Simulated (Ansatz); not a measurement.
Pressure series in hypothetical CdI2 type CeO2

The reference is CeO2 in the CdI2 type structure (space group P-3m1, No. 164; a = 3.602 Å, c = 4.523 Å; a hypothetical phase, not in the database extracts checked).

Cell and atoms are relaxed at each pressure.

Calculations: plane-wave PAW DFT at the PBE-D3(BJ) level (Ansatz, an electronic-structure program, 420 eV), no SOC, earlier PAW set.

```json
[
 {"pressure (GPa)": "-1", "volume per atom (Å³/atom)": "18.210"},
 {"pressure (GPa)": "0", "volume per atom (Å³/atom)": "16.937"},
 {"pressure (GPa)": "0.3", "volume per atom (Å³/atom)": "16.714"},
 {"pressure (GPa)": "0.7", "volume per atom (Å³/atom)": "16.454"},
 {"pressure (GPa)": "1.5", "volume per atom (Å³/atom)": "?"},
 {"pressure (GPa)": "3", "volume per atom (Å³/atom)": "15.432"},
 {"pressure (GPa)": "5", "volume per atom (Å³/atom)": "14.853"},
 {"pressure (GPa)": "7.5", "volume per atom (Å³/atom)": "14.298"},
 {"pressure (GPa)": "10", "volume per atom (Å³/atom)": "13.855"}
]
```

Problem. Fit the third-order Birch–Murnaghan form P(V) = (3B₀/2)[(V₀/V)^(7/3) − (V₀/V)^(5/3)]·[1 + (3/4)(B₀′ − 4)((V₀/V)^(2/3) − 1)] (squares taken in P) to the rows shown and predict the withheld row.

Solution. Least squares on the printed values gives V₀ = 16.959 Å³/atom, B₀ = 20.8 GPa, B₀′ = 9.5; this predicts 16.037 Å³/atom, and the run gives 16.027 Å³/atom, 0.010 lower.

Load acts through the strain it causes; cell and atoms are relaxed under it. Stability against distortions was not tested. No other phases were tried under pressure. Seeded moments were not kept for the base. All final runs are without spin polarisation.
